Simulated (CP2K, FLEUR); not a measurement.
A CP2K input for a self-consistent single point of MnBr2 (P1, 3 atoms in the cell) (DFT PBEsol, GPW, DZVP-MOLOPT-SR-GTH basis, GTH-PBE potentials (GTH_POTENTIALS)):

```
&GLOBAL
  PROJECT scf
  RUN_TYPE ENERGY_FORCE
  PRINT_LEVEL MEDIUM
&END GLOBAL
&FORCE_EVAL
  METHOD Quickstep
  STRESS_TENSOR ANALYTICAL
  &DFT
    BASIS_SET_FILE_NAME BASIS_MOLOPT
    POTENTIAL_FILE_NAME GTH_POTENTIALS
    UKS T
    MULTIPLICITY 6
    &QS
      METHOD GPW
      EPS_DEFAULT 1E-10
    &END QS
    &MGRID
      CUTOFF 600
      REL_CUTOFF 50
      NGRIDS 5
    &END MGRID
    &SCF
      SCF_GUESS ATOMIC
      EPS_SCF 1E-6
      MAX_SCF 100
      ADDED_MOS 9 9
      &DIAGONALIZATION
        ALGORITHM STANDARD
      &END DIAGONALIZATION
      &MIXING
        METHOD BROYDEN_MIXING
        ALPHA 0.2
        NBUFFER 12
        BETA 1.5
      &END MIXING
      &SMEAR ON
        METHOD FERMI_DIRAC
        ELECTRONIC_TEMPERATURE [K] 580.23
      &END SMEAR
    &END SCF
    &KPOINTS
      SCHEME MONKHORST-PACK 6 6 3
      GAMMA_CENTERED T
    &END KPOINTS
    &XC
      &XC_FUNCTIONAL
        &PBE
          PARAMETRIZATION PBESOL
        &END PBE
      &END XC_FUNCTIONAL
    &END XC
    &PRINT
      &MO
        EIGENVALUES T
        OCCUPATION_NUMBERS T
        NDIGITS 8
        FILENAME mo
        &EACH
          QS_SCF 0
        &END EACH
        ADD_LAST NUMERIC
      &END MO
      &MULLIKEN ON
      &END MULLIKEN
    &END PRINT
  &END DFT
  &SUBSYS
    &CELL
      A 3.90936000 0.00000000 0.00000000
      B -1.95468000 3.38560500 0.00000000
      C 0.00000000 0.00000000 6.54696800
      PERIODIC XYZ
    &END CELL
    &COORD
      SCALED
      Mn       0.00762400     0.01326800    -0.00547300
      Br       0.32702300     0.65549400     0.23558800
      Br       0.66535300     0.33123700     0.76988500
    &END COORD
    &KIND Mn
      BASIS_SET DZVP-MOLOPT-SR-GTH
      POTENTIAL GTH-PBE-q15
      MAGNETIZATION 4
    &END KIND
    &KIND Br
      BASIS_SET DZVP-MOLOPT-SR-GTH
      POTENTIAL GTH-PBE-q7
    &END KIND
  &END SUBSYS
  &PRINT
    &FORCES ON
    &END FORCES
    &STRESS_TENSOR ON
    &END STRESS_TENSOR
  &END PRINT
&END FORCE_EVAL
```

Task: Write the same calculation as an input for FLEUR.

Result: One input that does it (others would too):

Input of the input generator:

```
MnBr2 crystal
&input film=f /
3.9093599581 0.0000000097 0.0000000000
-1.9546799875 3.3856050314 0.0000000000
0.0000000000 0.0000000000 6.5469680000
1.8897261246
1.0 1.0 1.0

3
25 0.0076240000 0.0132680000 -0.0054730000 : 4.00
35 0.3270230000 0.6554940000 0.2355880000 : 0.00
35 0.6653530000 0.3312370000 0.7698850000 : 0.00

&comp jspins=2 /
&exco xctyp='PBEs' /
&kpt div1=6 div2=6 div3=3 gamma=t /
&end /
```

```xml
<?xml version="1.0" encoding="UTF-8" standalone="no"?>
<fleurInput fleurInputVersion="0.39">
   <comment>
      MnBr2 crystal                                                                                       
   </comment>
   <calculationSetup>
      <cutoffs Kmax="4.0" Gmax="20.0" GmaxXC="20.0" numbands="0"/>
      <scfLoop itmax="60" minDistance="0.00001" maxIterBroyd="15" imix="Anderson" alpha="0.05" precondParam="0.0" spinf="2.0"/>
      <coreElectrons ctail="T" frcor="F" kcrel="0" coretail_lmax="0"/>
      <xcFunctional name="PBEs" relativisticCorrections="F"/>
      <magnetism jspins="2"/>
      <soc l_soc="F" theta="0.0" phi="0.0" spav="F"/>
      <expertModes spex="0" secvar="F"/>
      <geometryOptimization l_f="T" forcealpha="1.0" forcemix="BFGS" epsdisp="0.00001" epsforce="0.00001"/>
      <ldaU l_linMix="F" mixParam="0.05" spinf="1.0"/>
   </calculationSetup>
   <cell>
      <bzIntegration valenceElectrons="49.0" mode="hist" fermiSmearingEnergy="0.00183747">
         <kPointListSelection listName="default-1"/>
         <!-- k-points included here -->
         <xi:include xmlns:xi="http://www.w3.org/2001/XInclude" href="kpts.xml"> </xi:include>
      </bzIntegration>
      <!-- symmetry operations included here -->
      <xi:include xmlns:xi="http://www.w3.org/2001/XInclude" href="sym.xml"> </xi:include>
      <bulkLattice scale="1.0">
         <bravaisMatrix>
            <row-1>    7.3876196432867314     0.0000000183303434     0.0000000000000000</row-1>
            <row-2>   -3.6938098376115511     6.3978662754137829     0.0000000000000000</row-2>
            <row-3>    0.0000000000000000     0.0000000000000000    12.3719764665202110</row-3>
         </bravaisMatrix>
      </bulkLattice>
   </cell>
   <atomSpecies>
      <species name="Manganese 4.000" element="Mn" atomicNumber="25">
         <mtSphere radius="2.38" gridPoints="787" logIncrement="0.015"/>
         <atomicCutoffs lmax="7" lnonsphr="5"/>
         <electronConfig flipSpins="F">
            <coreConfig>(1s1/2) (2s1/2) (2p1/2) (2p3/2)</coreConfig>
            <valenceConfig>(3s1/2) (3p1/2) (3p3/2) (4s1/2) (3d3/2) (3d5/2)</valenceConfig>
            <stateOccupation state="(3d3/2)" spinUp="1.5" spinDown="0.5"/>
            <stateOccupation state="(3d5/2)" spinUp="3.0" spinDown="0.0"/>
         </electronConfig>
         <energyParameters s="4" p="4" d="3" f="4"/>
         <lo type="SCLO" l="0" n="3" eDeriv="0"/>
         <lo type="SCLO" l="1" n="3" eDeriv="0"/>
         <lo type="SCLO" l="1" n="3" eDeriv="1"/>
         <lo type="SCLO" l="2" n="3" eDeriv="2"/>
         <lo type="SCLO" l="3" n="4" eDeriv="2"/>
      </species>
      <species name="Bromine (Br)" element="Br" atomicNumber="35">
         <mtSphere radius="2.38" gridPoints="787" logIncrement="0.016"/>
         <atomicCutoffs lmax="7" lnonsphr="5"/>
         <electronConfig flipSpins="F">
            <coreConfig>(1s1/2) (2s1/2) (2p1/2) (2p3/2) (3s1/2) (3p1/2) (3p3/2)</coreConfig>
            <valenceConfig>(3d3/2) (3d5/2) (4s1/2) (4p1/2) (4p3/2)</valenceConfig>
            <stateOccupation state="(4p1/2)" spinUp="0.8333333333" spinDown="0.8333333333"/>
            <stateOccupation state="(4p3/2)" spinUp="1.666666667" spinDown="1.666666667"/>
         </electronConfig>
         <energyParameters s="4" p="4" d="4" f="4"/>
         <lo type="SCLO" l="2" n="3" eDeriv="0"/>
         <lo type="SCLO" l="2" n="3" eDeriv="1"/>
         <lo type="SCLO" l="0" n="4" eDeriv="2"/>
         <lo type="SCLO" l="1" n="4" eDeriv="2"/>
         <lo type="SCLO" l="3" n="4" eDeriv="2"/>
      </species>
   </atomSpecies>
   <atomGroups>
      <atomGroup species="Manganese 4.000">
         <relPos label="                   1">.0076240000 .0132680000 -.0054730000</relPos>
         <force calculate="T" relaxXYZ="TTT"/>
      </atomGroup>
      <atomGroup species="Bromine (Br)">
         <relPos label="                   2">.3270230000 -.3445060000 .2355880000</relPos>
         <force calculate="T" relaxXYZ="TTT"/>
      </atomGroup>
      <atomGroup species="Bromine (Br)">
         <relPos label="                   3">-.3346470000 .3312370000 -.2301150000</relPos>
         <force calculate="T" relaxXYZ="TTT"/>
      </atomGroup>
   </atomGroups>
   <output dos="F" band="F" slice="F">
      <checks vchk="F" cdinf="F"/>
      <bandDOS minEnergy="-.5*Htr" maxEnergy="0.5*Htr" sigma="0.015" storeEVData="T"/>
      <vacuumDOS vacdos="F" integ="F" star="F" nstars="0" locx1="0.0" locy1="0.0" locx2="0.0" locy2="0.0" nstm="0" tworkf="0.0"/>
      <unfoldingBand unfoldBand="F" supercellX="1" supercellY="1" supercellZ="1"/>
      <plotting iplot="0" polar="F">
         <plot TwoD="T" vec1="  1.0  0.0  0.0" vec2="  0.0  1.0  0.0" vec3="  0.0  0.0  1.0" zero="  0.0  0.0  0.0" file="plot"/>
      </plotting>
      <chargeDensitySlicing numkpt="0" minEigenval="0.0" maxEigenval="0.0" nnne="0" pallst="F"/>
      <specialOutput eonly="F"/>
      <magneticCircularDichroism mcd="F" energyLo="-10.0" energyUp="0.0"/>
   </output>
  <!-- We include the file relax.xml here to enable relaxations (see documentation) -->
  <xi:include xmlns:xi="http://www.w3.org/2001/XInclude" href="relax.xml"> <xi:fallback/> </xi:include>
</fleurInput>
```

Basis, cutoffs, solver keys and any potentials are the target program's own. This input uses DFT, PBEsol, all-electron FLAPW (FLEUR), scalar-relativistic valence.

The starting cell comes from a database of computed structures (which also holds hypothetical and non-ambient phases and stackings), without a prior relaxation at this level. Its lattice was rescaled by a random factor within 2.5 % of one. For this run, on top of that: atoms moved at random.
